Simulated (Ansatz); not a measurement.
The starting structures come from a database of crystals and need not be the phases stable at ambient conditions.

The decay constant κ of evanescent states in the gap governs leakage through a thin film.

```
BaCu2S2
1.0
    3.90193     0.00000     0.00000
    0.00000    12.65010     0.00000
    1.95097     6.32505     1.95097
Ba Cu S
1 2 2
Direct
  0.00000   0.00000   0.00000
  0.50000   0.75000   0.00000
  0.50000   0.25000   0.00000
  0.00000   0.35899   0.00000
  0.00000   0.64101   0.00000
```

Space group of this cell: I4/mmm. The cell is taken as given.

Transport runs along the normal of the first two printed cell vectors, the (100) plane of the conventional cell.

No gap correction and no spin-orbit coupling; mid-gap values are interpolated between computed energies.

Task: State the band gap and the smallest decay constant κ at mid-gap according to r2SCAN in Ansatz (a quantum-chemistry and plane-wave program).

Result: Gap 0.74 eV on a 16×16×16 mesh; κ = 0.096 1/Å, at the zone centre.
